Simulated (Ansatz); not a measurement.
Base system: SnSe2 in the CdI2 type structure (space group P-3m1, No. 164; a = 3.840 Å, c = 6.006 Å; layered, stacked along the Cartesian z axis).

The values are results of Ansatz (a quantum-chemistry and plane-wave program), PBE-D3(BJ), PAW, cutoff 420 eV, spin-orbit coupling left out, not measurements.

One change was made to it. Results:

| quantity | base | after |
|---|---|---|
| c/a ratio | 1.564 | 1.473 |
| lattice parameter a | 7.257 bohr | 7.155 bohr |
| band gap | 0.36 eV | zero |

**Question.** Which change produced these results?
(A) pressure 30 GPa
(B) pressure 15 GPa
(C) pressure 4.5 GPa
(D) pressure 0.9 GPa

**Answer.** C, pressure 4.5 GPa. For comparison, the lattice parameter a in the other runs: pressure 15 GPa gives 6.947 bohr; pressure 30 GPa gives 6.667 bohr; pressure 0.9 GPa gives 7.232 bohr.

The mesh was chosen for an insulator and is coarse for the gapless case. Load acts through the strain it causes; cell and atoms are relaxed under it. Whether these cells are dynamically stable was not tested. No other phases were tried under pressure. The final runs are not spin-polarised. A zero or small gap of SnSe2 under pressure 4.5 GPa and SnSe2 under pressure 0.9 GPa can be the functional's error rather than a property of the material.
